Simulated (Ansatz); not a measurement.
SiC under load (space group P6_3mc), r2SCAN with spin-orbit coupling, rigid bands in Ansatz (an electronic-structure program). Condition of this run: biaxial stress in the c plane of 5 GPa (compression positive) (the target of the relaxation). Band gap 2.55 eV, N_c = 1.06e19 cm⁻³ and N_v = 5.97e19 cm⁻³ at 300 K, conductivity masses along z (a = (3.05, 0.00, 0.00) Å; b = (-1.53, 2.64, 0.00) Å; c = (0.00, 0.00, 5.06) Å) of 0.262 mₑ (electrons) and 1.49 mₑ (holes). Take k_BT = 0.02585 eV.

**Question.** What built-in voltage has an abrupt junction with N_A = 1e17 and N_D = 1e18 cm⁻³, all dopants ionised?

**Answer.** V_bi = E_g/e − (k_BT/e) ln(N_c N_v/(N_A N_D)) = 2.55 − 0.02585 × 8.75 = 2.32 V, for the computed gap.

**Question.** What thermal injection velocity √(2k_BT/πm) limits a ballistic channel along the direction named?

**Answer.** 1.05e7 cm/s for electrons and 4.41e6 cm/s for holes, a ratio of √(m_h/m_e) = 2.38, for dilute carriers.

**Question.** A film of it is 3 nm thick, with its normal along the direction named. Estimate the confinement energies in an infinite well.

**Answer.** ħ²π²/(2m t²) = 0.376 eV·nm²/(m/mₑ × t²) gives 159 meV for electrons and 28.0 meV for holes, so the gap would widen to about 2.74 eV. Finite barriers and nonparabolic bands lower this, and with several valleys or bands the heaviest mass along the normal sets the lowest level, not this average.

Rigid bands with the computed gap; masses take one relaxation time for all states. Geometry: cell and atoms relaxed with PBEsol.
